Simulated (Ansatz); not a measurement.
Reference: SnO$_{2}$ (P4_2/mnm), r2SCAN, rigid bands (plane waves, PAW, scalar-relativistic; Ansatz, a program for electronic structure); axes and stresses refer to this cell.

```
CELL_PARAMETERS angstrom
      4.76912     0.00000     0.00000
      0.00000     4.76912     0.00000
      0.00000     0.00000     3.21204
ATOMIC_POSITIONS crystal
  Sn 0.00000 0.00000 0.00000
  Sn 0.50000 0.50000 0.50000
  O  0.30627 0.30627 0.00000
  O  0.69373 0.69373 0.00000
  O  0.80627 0.19373 0.50000
  O  0.19373 0.80627 0.50000
```

hole mass along x: 1.47 mₑ
hole conductivity mass: 1.60 mₑ
hole mass along z: 1.96 mₑ

### Question
Change: hydrostatic pressure of -2 GPa (compression positive). What happens to hole mass along x, hole conductivity mass, hole mass along z?

### Answer
hole mass along x moves little, to 1.48 mₑ; hole conductivity mass moves little, to 1.62 mₑ; hole mass along z moves little, to 2.0 mₑ.

### Question
Change: hydrostatic pressure of -4 GPa (compression positive). What happens to hole mass along x, hole conductivity mass, hole mass along z?

### Answer
hole mass along x moves little, to 1.49 mₑ; hole conductivity mass moves little, to 1.64 mₑ; hole mass along z goes up to 2.1 mₑ.

### Question
Change: hydrostatic pressure of 4 GPa (compression positive). What happens to hole mass along x, hole conductivity mass, hole mass along z?

### Answer
hole mass along x moves little, to 1.45 mₑ; hole conductivity mass moves little, to 1.57 mₑ; hole mass along z falls to 1.89 mₑ.

### Question
Change: uniaxial stress along c of -2 GPa (compression positive). What happens to hole mass along x, hole conductivity mass, hole mass along z?

### Answer
hole mass along x moves little, to 1.48 mₑ; hole conductivity mass moves little, to 1.60 mₑ; hole mass along z moves little, to 1.93 mₑ.

### Question
Change: uniaxial stress along c of -4 GPa (compression positive). What happens to hole mass along x, hole conductivity mass, hole mass along z?

### Answer
hole mass along x moves little, to 1.50 mₑ; hole conductivity mass moves little, to 1.61 mₑ; hole mass along z falls to 1.89 mₑ.

### Question
Change: uniaxial stress along c of 8 GPa (compression positive). What happens to hole mass along x, hole conductivity mass, hole mass along z?

### Answer
hole mass along x shrinks to 1.41 mₑ; hole conductivity mass moves little, to 1.59 mₑ; hole mass along z increases to 2.1 mₑ.

Masses are for dilute carriers at 300 K, harmonic means over directions unless an axis is named. Spin-orbit coupling is left out unless a row names it. Stresses and pressures are the targets of the relaxation.  The structure type is held under load, also where the real crystal would transform.
